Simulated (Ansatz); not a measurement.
This Ansatz (an electronic-structure program) input is the reference run, BN in the h-BN type structure (space group P6_3/mmc, No. 194; layered, stacked along the Cartesian z axis), computed with PBE-D3(BJ), PAW, 420 eV (Ansatz; no spin-orbit coupling):

Ansatz 0.2 input:
```yaml
crystal:
  lattice:
    - [2.5064411339, 0, 0]
    - [-1.253220567, 2.1706416951, 0]
    - [0, 0, 6.6146935527]
  atoms:
    - { symbol: B, position: [0.3333333333, 0.6666666667, 0.25] }
    - { symbol: B, position: [0.6666666667, 0.3333333333, 0.75] }
    - { symbol: N, position: [0.3333333333, 0.6666666667, 0.75] }
    - { symbol: N, position: [0.6666666667, 0.3333333333, 0.25] }
basis: { ecutwfc: 420, ecutrho_ratio: 4, xc_grid: 2, fft_grid_basis: typed }
kpoints: { mp_grid: { grid: [15, 15, 5] } }
hamiltonian:
  xc: pbe
  dispersion: d3bj
  pseudopotentials: { kind: paw }
scf: { occupations: { method: fermi_dirac, width: 0.05 }, convergence: { dr2_threshold: 0.0000000004 } }
output: { forces: true, stress: true }
```

### Question
Write the input for this change: uniaxial stress, 0.5 GPa compression along x, with the cell and atoms free to relax against it.

### Answer
Ansatz 0.2 input:
```yaml
crystal:
  lattice:
    - [2.5064411339, 0, 0]
    - [-1.253220567, 2.1706416951, 0]
    - [0, 0, 6.6146935527]
  atoms:
    - { symbol: B, position: [0.3333333333, 0.6666666667, 0.25] }
    - { symbol: B, position: [0.6666666667, 0.3333333333, 0.75] }
    - { symbol: N, position: [0.3333333333, 0.6666666667, 0.75] }
    - { symbol: N, position: [0.6666666667, 0.3333333333, 0.25] }
basis: { ecutwfc: 420, ecutrho_ratio: 4, xc_grid: 2, fft_grid_basis: typed }
kpoints: { mp_grid: { grid: [15, 15, 5] } }
hamiltonian:
  xc: pbe
  dispersion: d3bj
  pseudopotentials: { kind: paw }
scf: { occupations: { method: fermi_dirac, width: 0.05 } }
relax: { f_tol: 0.005, max_steps: 50, cell: { stress_tol: 0.01, sigma_target: [0.5, 0, 0, 0, 0, 0] } }
output: { forces: true, stress: true }
checkpoint: { write: state.ck, write_every: 1000 }
```
This is the input that was run.

Load acts through the strain it causes; cell and atoms are relaxed under it. sigma_target is in GPa, compression positive, in the order xx, yy, zz, yz, xz, xy. Beyond what the load breaks, stability against distortions was not tested.
